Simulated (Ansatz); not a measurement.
Take YAs in the rock salt structure (space group Fm-3m, No. 225; relaxed with 0.1 eV smearing) as the base.

```xyz
2
Lattice="0.0000 2.8740 2.8740 2.8740 0.0000 2.8740 2.8740 2.8740 0.0000" Properties=species:S:1:pos:R:3 pbc="T T T"
Y      0.0000     0.0000     0.0000
As     2.8740     2.8740     2.8740
```

Cartesian axes are those of the cell as printed.

Calculations: PBEsol/PAW in Ansatz (a quantum-chemistry and plane-wave program), scalar-relativistic without spin-orbit coupling.

Strains are applied to the cell and any free atomic positions relax; under biaxial strain the out-of-plane vector relaxes too.

One change was made to it. Results:

The energy grows by 33 meV/atom; the pressure goes from zero to 6.8 GPa; the band gap stays zero.

Task: Name the change that was made.
A. uniaxial strain ε_yy = +4.08 %
B. biaxial strain −1.11 %, plane normal [110], relaxed out of plane
C. isotropic strain −2.35 %

Result: C, isotropic strain −2.35 %. For comparison, the energy relative to the base in the other runs: biaxial strain −1.11 %, plane normal [110], relaxed out of plane gives +3.1 meV/atom; uniaxial strain ε_yy = +4.08 % gives +21 meV/atom.

Whether these cells are dynamically stable was not tested. The final runs are not spin-polarised. A zero or small gap of YAs can be the functional's error rather than a property of the material.
